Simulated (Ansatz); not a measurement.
Base system: Se (space group P3_121, No. 152; a = 4.507 Å, c = 4.989 Å; made of chains). Axes: x lies along a and z along c of the hexagonal cell.

All numbers come from plane-wave PAW DFT at the r2SCAN level (Ansatz, a first-principles code, 500 eV), without spin-orbit coupling, earlier PAW set.

Strains are applied to the cell and any free atomic positions relax; under biaxial strain the out-of-plane vector relaxes too.

One change was made to it. Results:

```csv
quantity,base,after
band gap,1.33 eV,1.34 eV
"pressure (mean of the normal stresses, compression positive)",0.00 GPa,-0.05 GPa
```

Problem. What was done to the base?
A. uniaxial strain ε_xx = +0.59 %
B. isotropic strain −1.02 %
C. biaxial strain +0.86 %, plane normal [001], relaxed out of plane
D. isotropic strain +4.46 %

Solution. A, uniaxial strain ε_xx = +0.59 %. For comparison, the band gap in the other runs: isotropic strain −1.02 % gives 1.38 eV; biaxial strain +0.86 %, plane normal [001], relaxed out of plane gives 1.39 eV; isotropic strain +4.46 % gives 1.04 eV.

Stability against distortions was not tested. No dispersion term is included, though the crystal is made of layers, chains or molecules, so its spacings can come out too wide.
